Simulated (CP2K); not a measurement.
# Convergence study of the k-point mesh for Ti (P-3m1, 2 atoms in the cell)

```
CELL_PARAMETERS angstrom
      2.93525     0.00000     0.00000
     -1.46762     2.54200     0.00000
      0.00000     0.00000     4.65660
ATOMIC_POSITIONS crystal
  Ti 0.33333 0.66667 0.26074
  Ti 0.66667 0.33333 0.75000
```

Computed with CP2K with LDA (Pade form), GPW, DZVP-MOLOPT-SR-GTH basis, GTH-PADE potentials (GTH_POTENTIALS).

Base settings: CUTOFF = 600 Ry; REL_CUTOFF = 50 Ry; SMEAR/METHOD = FERMI_DIRAC; ELECTRONIC_TEMPERATURE = 1160.45 K; KPOINTS/SCHEME = MONKHORST-PACK 6 6 3; GAMMA_CENTERED = T; XC_FUNCTIONAL = PADE; Ti/BASIS_SET = DZVP-MOLOPT-SR-GTH; Ti/POTENTIAL = GTH-PADE-q12; METHOD = GPW.

Moved along: GAMMA_CENTERED.

The second cell is the first with its lattice scaled by 0.98.

Only quantities that move along the ladder and can be compared are tabulated.

The starting cell has typed, rounded lattice constants, without a prior relaxation at this level. Its lattice was rescaled by up to half a per cent. One atom was moved a little off its site on purpose. Spin polarisation is off. Values carry the incompleteness of an atom-centred basis. In the base run, with a pressure of about -7 GPa the cell is away from its equilibrium volume at this level. Without a gap this mesh is coarse (it stands for a supercell whose shortest vector is 14 Å).

| KPOINTS/SCHEME | free energy less the last step's (meV/atom) | energy of the compressed cell less the first (meV/atom) | pressure (GPa) | largest difference of a force vector from the last step's (eV/Å) |
|---|---|---|---|---|
| MONKHORST-PACK 2 2 1 | -405.52 | -74.45 | -14.61 | 0.144 |
| MONKHORST-PACK 2 2 2 | -351.54 | -104.38 | -18.50 | 0.208 |
| MONKHORST-PACK 3 3 2 | -23.19 | -37.72 | -8.94 | 0.101 |
| MONKHORST-PACK 4 4 2 | 25.21 | -26.49 | -7.42 | 0.059 |
| MONKHORST-PACK 4 4 3 | 8.64 | -25.41 | -7.28 | 0.010 |
| MONKHORST-PACK 5 5 3 | -3.55 | -29.66 | -7.88 | 0.017 |
| MONKHORST-PACK 6 6 3 | 8.14 | -26.27 | -7.40 | 0.012 |
| MONKHORST-PACK 6 6 4 | 2.81 | -29.72 | -7.83 | 0.024 |
| MONKHORST-PACK 7 7 4 | -1.35 | -29.63 | -7.86 | 0.003 |
| MONKHORST-PACK 8 8 5 | 0.01 | -29.48 | -7.83 | 0.003 |
| MONKHORST-PACK 9 9 5 | -0.07 | -29.95 | -7.89 | 0.004 |
| MONKHORST-PACK 10 10 6 | 0.22 | -29.60 | -7.84 | 0.006 |
| MONKHORST-PACK 11 11 6 | 0.06 | -29.57 | -7.84 | 0.002 |
| MONKHORST-PACK 12 12 7 | 0.00 | -29.54 | -7.84 | 0.000 |

Coarsest KPOINTS/SCHEME that holds the free energy within 0.5 meV/atom of the last step, with all finer ones: MONKHORST-PACK 8 8 5; the step before is off by 1.4 meV/atom.

Coarsest KPOINTS/SCHEME that holds the energy of the compressed cell less the first within 0.2 meV/atom of the last step, with all finer ones: MONKHORST-PACK 10 10 6; the step before is off by 0.41 meV/atom.

Coarsest KPOINTS/SCHEME that holds the forces within 0.02 eV/Å of the last step, with all finer ones: MONKHORST-PACK 7 7 4; the step before is off by 0.024 eV/Å.

The energy difference between the two cells stays within 1 meV/atom of the last step's from MONKHORST-PACK 6 6 4 on, the total only from MONKHORST-PACK 8 8 5 on: much of the error is common to both cells and cancels.
